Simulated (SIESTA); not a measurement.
# Several settings converged on ZrTiTe₄ (Pm, 6 atoms in the cell)

```
ZrTiTe4
1.0
    6.77217     0.00000     0.00000
    0.00000     3.91310     0.00000
   -0.01398     0.00000     6.84798
Zr Ti Te
1 1 4
Direct
  0.50001   0.50000   0.00730
  0.00000   0.00000   0.00000
  0.84443   0.50000   0.24704
  0.15557   0.50000   0.75296
  0.32374   0.00000   0.25562
  0.67626   0.00000   0.74438
```

Base method: GGA PBEsol, numerical atomic orbitals DZP, PseudoDojo PBEsol standard norm-conserving potentials (rewritten from UPF to PSML) in SIESTA.

Base settings: XC.functional = GGA; XC.authors = PBEsol; potentials = PseudoDojo PBEsol standard; PAO.BasisSize = DZP; PAO.EnergyShift = 0.01 Ry; MeshCutoff = 350 Ry; kgrid.MonkhorstPack = 2 3 2; OccupationFunction = MP; OccupationMPOrder = 0; ElectronicTemperature = 1160.45 K.

**The cutoff of the real-space grid**

The mesh stays at the base's, so the ladder's end is converged at best in this setting alone.

Only quantities that move along the ladder and can be compared are tabulated.

```csv
MeshCutoff,free energy less the last step's (meV/atom),pressure (GPa)
122 Ry (136 Ry used),-32.15,-2.48
140 Ry (147 Ry used),-27.55,-2.51
158 Ry (162 Ry used),-20.92,-2.57
175 Ry (176 Ry used),-15.78,-2.62
193 Ry (212 Ry used),-10.31,-2.68
245 Ry (247 Ry used),-5.52,-2.72
350 Ry (377 Ry used),-1.95,-2.77
420 Ry (451 Ry used),-1.06,-2.77
840 Ry (849 Ry used),0.00,-2.77
```

Coarsest MeshCutoff that holds the pressure within 0.05 GPa of the last step, with all finer ones: 350 Ry (377 Ry used); the step before is off by 0.05 GPa.

Coarsest MeshCutoff that holds the free energy within 5 meV/atom of the last step, with all finer ones: 350 Ry (377 Ry used); the step before is off by 5.5 meV/atom.

Two neighbours can agree and both be off: 122 Ry and 140 Ry differ by 0.04 GPa in the pressure, yet lie about 0.26 GPa from the last step.

**The setting basis size**

Level: DFT, GGA PBEsol, numerical atomic orbitals TZDP, PseudoDojo PBEsol standard norm-conserving potentials (rewritten from UPF to PSML).

Moved along: PAO.BasisSize.

The second cell is the first with its lattice scaled by 0.98.

The mesh stays at the base's, so the ladder's end is converged at best in this setting alone.

The sets are ordered by size and need not be nested.

Only quantities that move along the ladder and can be compared are tabulated.

```tsv
basis (functions)	energy of the compressed cell less the first (meV/atom)	pressure (GPa)	largest difference of a force vector from the last step's (eV/Å)
SZ (56)	-20.21	-3.69	0.398
SZP (82)	-9.87	-2.65	0.373
DZ (84)	-62.52	-7.12	0.313
DZP (110)	-10.90	-2.77	0.134
TZP (138)	-15.43	-3.13	0.085
TZDP (164)	-9.97	-2.68	0.000
```

Coarsest basis (functions) that holds the forces within 0.02 eV/Å: not settled: the last two steps still differ by 0.085 eV/Å, over half the tolerance, so the ladder does not show it.

Coarsest basis (functions) that holds the energy of the compressed cell less the first within 2 meV/atom: not settled: the last two steps still differ by 5.5 meV/atom, over half the tolerance, so the ladder does not show it.

Coarsest basis (functions) that holds the pressure within 0.5 GPa: not settled: the last two steps still differ by 0.45 GPa, over half the tolerance, so the ladder does not show it.

**The relaxed cell against the cutoff**

On ZrTiTe4 (P2/m, 6 atoms in the cell): atoms on their sites.

In this ladder: MD.TypeOfRun = CG; MD.Steps = 40; MD.MaxForceTol = 0.02 eV/Ang; MD.VariableCell = true; MD.MaxStressTol = 0.05 GPa.

The mesh stays at the base's, so the ladder's end is converged at best in this setting alone.

Only quantities that move along the ladder and can be compared are tabulated.

```csv
MeshCutoff,relaxed volume (Å³/atom),relaxation steps
175 Ry (188 Ry used),26.263,24
245 Ry (246 Ry used),26.160,21
350 Ry (354 Ry used),26.157,21
525 Ry (553 Ry used),26.137,21
```

Coarsest MeshCutoff that holds the relaxed volume within 0.052 Å³/atom of the last step, with all finer ones: 245 Ry (246 Ry used); the step before is off by 0.13 Å³/atom.

At the lowest cutoff the cell relaxes to a volume 0.5 % larger than at the highest.

On the base run: the starting cell comes from a database of computed structures (which also holds hypothetical and non-ambient phases and stackings), without a prior relaxation at this level. Its lattice was rescaled by up to half a per cent. One atom was moved a little off its site on purpose. Spin polarisation is off, so a magnetic state, if there is one, cannot be reached. Values carry the incompleteness of an atom-centred basis. Without a gap this mesh is coarse (it stands for a supercell whose shortest vector is 12 Å).

Left out of this page: 1 run of the series outside the window shown, repeating another row's setting, or not comparable.
